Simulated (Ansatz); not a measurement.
Consider B-vacancy pair (B on one host C site, one C site vacant) in 4H silicon carbide, charge state +1. Computed with PBE, PAW (plane waves to 420 eV; Ansatz, an electronic-structure program).

Settings: 72 host sites, the relaxed PBE lattice, the Γ point alone, smearing 0.01 eV, spin-restricted, no image-charge correction. Static, classical nuclei. The charge state is imposed; whether it is stable for some Fermi level was not computed. Forms of the defect that were not tried may lie lower. The order of the sites in energy changes with the mesh.

Barriers: single points on a 2×2×2 k-point mesh shifted by half a step along c at the bands' geometries (they differ from the bands' own by up to 0.51 eV, and are uncertain by about as much).

The step: a nearby C atom hops onto the vacant site (B-vacancy distance between ideal sites 3.09 Å throughout); the atom moves 3.12 Å along (1.01, 1.01, 0.00) of the unit cell; the moving atom starts with neighbours Si at 1.87, 2 Si at 1.90, Si at 1.91 Å and ends with Si at 1.87, 2 Si at 1.90, Si at 1.91 Å.

### Question
Estimate the migration barrier of this step that PBE, PAW returns for this input.

### Answer
5.01 eV, the same both ways. At the saddle the moving atom has neighbours Si at 1.80, 2 Si at 2.19, 2 Si at 2.23 Å. The saddle point's order was not checked, and it lies on a symmetry element of the cell, where a band can be held.
